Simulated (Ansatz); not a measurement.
Take Ba$_{2}$TaBiO$_{6}$ (space group C2/m, No. 12; a = 10.3873 Å, b = 6.0086 Å, c = 6.0860 Å, α = γ = 90.00°, β = 125.20°; a cell from a computed database, its experimental status unchecked) as the base.

Modification: hydrostatic tension (pressure −2 GPa).

Computed with DFT with PBEsol, PAW potentials and a 420 eV plane-wave cutoff in Ansatz (an electronic-structure program), spin-orbit coupling left out.

Base, band edges from the VBM (valence, conduction): V₂ 0.00, 2.65; Γ -0.88, 3.20; L₂ -0.95, 3.24; A -0.03, 2.49; D₂ -0.75, 3.30; D -0.75, 3.30; M₂ -0.07, 2.37; Y₂ -1.32, 3.15; C₂ -1.16, 3.12; C -1.16, 3.12 eV.

### Question
Give the band edges at the high-symmetry points of the new zone, measured from its valence-band maximum.

### Answer
```tsv
point	valence edge (eV)	conduction edge (eV)
Γ	-0.84	3.24
C	-1.13	3.16
C₂	-1.13	3.16
Y₂	-1.22	3.20
M₂	-0.07	2.42
D	-0.72	3.34
D₂	-0.72	3.34
A	-0.03	2.52
L₂	-0.89	3.29
V₂	0.00	2.68
```

The gap is 2.42 eV, indirect, V₂ → M₂.

Spin-orbit coupling, missing from the scalar runs, can matter with Bi and Ta. Load acts through the strain it causes; cell and atoms are relaxed under it. Whether these cells are dynamically stable was not tested.
